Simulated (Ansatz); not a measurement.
Input and output of a self-consistent single point for TiGa5Co (P4/mmm, 7 atoms in the cell) (Ansatz, an electronic-structure program).

Method: PBEsol, PAW files made with PBE (plane waves; Ansatz).

```
TiGa5Co
1.0
    4.02856     0.00000     0.00000
    0.00000     4.02856     0.00000
    0.00000     0.00000     6.44181
Ti Ga Co
1 5 1
Cartesian
  0.00000   0.00000   0.00000
  0.00000   2.01428   1.91979
  0.00000   2.01428   4.52202
  2.01428   0.00000   1.91979
  2.01428   0.00000   4.52202
  2.01428   2.01428   0.00000
  0.00000   0.00000   3.22091
```

Reference input (self-consistent single point, DFT, LDA (PW92), plane waves, PAW files made with PBE): kpoints.mp_grid.grid = 5 5 3; hamiltonian.xc = lda; hamiltonian.pseudopotentials = {kind: paw} (the program's default PAW files); scf.occupations.method = gaussian; scf.occupations.width = 0.1 eV. This run's input differs from it in these lines:

Ansatz 0.2 input:
```diff
@@ -18,3 +18,3 @@
 hamiltonian:
-  xc: lda
+  xc: pbesol
   pseudopotentials:
```

Log, with long lists cut:

```
SCF iter   1: F=—  HF=-26287.890678 eV  |F-HF|=—  |Δ(HF+E_count)|=         —  Δρ=1.11e-1  dr2=1.72e1  ethr=3.10e-3  ⟨swp⟩=5.8  Hψ=2252  notcnv=0  defer=1
all-band conjugate gradients solve this SCF's bands
preconditioner: auto → Resta (q_TF=auto, 2.680 Å⁻¹)
SCF iter   2: F=—  HF=-26286.063863 eV  |F-HF|=—  |Δ(HF+E_count)|=    1.83e0  Δρ=3.95e-2  dr2=2.57e0  ethr=3.10e-3  ⟨swp⟩=3.0  Hψ=1431  notcnv=0  defer=34
   [... lines left out ...]
SCF iter   9: F=—  HF=-26285.549883 eV  |F-HF|=—  |Δ(HF+E_count)|=   5.72e-5  Δρ=9.51e-5  dr2=1.01e-5  ethr=1.22e-7  ⟨swp⟩=2.1  Hψ=1032  notcnv=0  defer=28
SCF iter  10: F=—  HF=-26285.549937 eV  |F-HF|=—  |Δ(HF+E_count)|=   5.41e-5  Δρ=4.19e-5  dr2=1.62e-6  ethr=1.08e-8  ⟨swp⟩=2.0  Hψ=1120  notcnv=0  defer=28
SCF iter  11: F=—  HF=-26285.549937 eV  |F-HF|=—  |Δ(HF+E_count)|=   1.01e-7  Δρ=1.48e-5  dr2=2.46e-7  ethr=1.72e-9  ⟨swp⟩=2.9  Hψ=1235  notcnv=0  defer=28
SCF iter  12: F=-26285.549937 eV  HF=-26285.549937 eV  |F-HF|=1.11e-8  |Δ(HF+E_count)|=   1.68e-8  Δρ=3.69e-6  dr2=1.56e-8  ethr=1.06e-10  ⟨swp⟩=10.3  Hψ=2861  notcnv=0
SCF 1 converged in 12 iterations: F = -26285.549937 eV  dr2 = 1.56e-8
Free energy (F): -26285.549937 eV
Internal energy: -26285.520153 eV  (E = F + TS)
E sigma→0 (E₀):  -26285.535045 eV
Entropy (-TS):   -0.029784 eV (-4.255 meV/atom)
Fermi energy:    13.423628 eV
--- Forces (eV/Å), atoms counted from 1 ---
  atom   1  Ti    -0.00000000     0.00000000     0.00000000
  atom   2  Ga     0.00000000     0.00000000    -0.17818792
  atom   3  Ga     0.00000000     0.00000000     0.17818792
  atom   4  Ga    -0.00000000     0.00000000    -0.17818792
  atom   5  Ga    -0.00000000     0.00000000     0.17818792
  atom   6  Ga     0.00000000     0.00000000     0.00000000
  atom   7  Co    -0.00000000     0.00000000     0.00000000
--- Stress (GPa, compression-positive) ---
       -1.403511       0.000000       0.000000
        0.000000      -1.403511       0.000000
        0.000000       0.000000      -1.218509
  P = ⅓ Tr σ = -1.3418 GPa (-13.418 kbar)
  The stress holds the Pulay correction. Without it, at fixed plane waves, as pw.x and ABINIT print it: P = -1.4001 GPa
```

The run converged in 12 iterations. Against the reference run the pressure goes from -5.34 to -1.34 GPa and the largest force goes from 0.135 to 0.178 eV/Å.

The starting cell comes from a database of computed structures (which also holds hypothetical and non-ambient phases and stackings), without a prior relaxation at this level. Spin polarisation is off. Ansatz's pressure includes its estimate of the finite-basis (Pulay) stress.
